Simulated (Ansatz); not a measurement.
Br on the 1x1 (111) surface of fcc Ni, ferromagnetic, one in a 2x2 cell, energies for each (21.5 Å²). Energies are against ½ Br2(g), without zero-point or thermal terms; each row is named by its start.

Computed with PBE (plane waves to 420 eV, PAW; Ansatz, an electronic-structure program).

Slab: 17 atoms, 6.0 Å thick at the start under the adsorbate (thin: gaps and levels are the slab's own); k 7x7x1, smearing 0.1 eV, dipole-corrected; 8 atoms held, the rest relaxed; each run with such symmetry as its start has; spin-polarised, no spin-orbit, no U, no dispersion correction.

A negative adsorption energy means that the adsorbate is more stable on the surface than in its reference. Starts that drift may end in the same place. Heights count from the host atoms within 0.3 Å of the top one.

```tsv
starting site	E_ads (eV)	height (Å)	nearest host atom (Å)	bonded to	Δ work function (eV)	lateral drift (Å)	moment (μB)
top Ni	-1.41	2.28	Ni 2.26	Ni	0.59	0.0	10.6
hollow Ni-Ni-Ni over Ni at depth 2.0 Å	-1.85	1.98	Ni 2.44	3 Ni	-0.32	0.0	10.6
hollow Ni-Ni-Ni over Ni at depth 4.0 Å	-1.89	1.97	Ni 2.43	3 Ni	-0.36	0.0	10.5
bridge Ni-Ni (span 2.5 Å)	-1.89	1.97	Ni 2.43	3 Ni	-0.35	0.7	10.5
```
